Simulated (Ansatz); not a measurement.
**Pressure series in TiO2**

Start from TiO$_{2}$ in the anatase structure (space group I4_1/amd, No. 141; a = 3.7698 Å, c = 9.5517 Å).

Cell and atoms are relaxed at each pressure.

Calculations: DFT with PBEsol, PAW potentials and a 420 eV plane-wave cutoff in Ansatz (a program for electronic structure), without spin-orbit coupling.

| change | band gap | lattice parameter a | smallest direct gap | c/a ratio |
|---|---|---|---|---|
| base | 2.11 eV | 3.770 Å | 2.44 eV | 2.534 |
| pressure −2 GPa | 2.12 eV | 3.776 Å | 2.43 eV | 2.549 |
| pressure −1 GPa | 2.11 eV | ? | 2.44 eV | ? |
| pressure 0.9 GPa | 2.10 eV | 3.767 Å | 2.45 eV | 2.527 |
| pressure 2.1 GPa | 2.09 eV | 3.764 Å | 2.45 eV | 2.518 |
| pressure 4.5 GPa | 2.07 eV | 3.758 Å | 2.46 eV | 2.497 |
| pressure 9 GPa | 2.02 eV | 3.748 Å | 2.47 eV | 2.459 |
| pressure 15 GPa | 1.93 eV | 3.738 Å | 2.47 eV | 2.405 |
| pressure 22.5 GPa | 1.83 eV | 3.727 Å | 2.44 eV | 2.344 |
| pressure 30 GPa | 1.73 eV | 3.717 Å | 2.38 eV | 2.288 |

Task: Complete the table.

Result: 
- pressure −1 GPa, lattice parameter a: 3.773 Å
- pressure −1 GPa, c/a ratio: 2.542

Load acts through the strain it causes; cell and atoms are relaxed under it. Stability against distortions was not tested. No other phases were tried under pressure. The final runs are not spin-polarised.
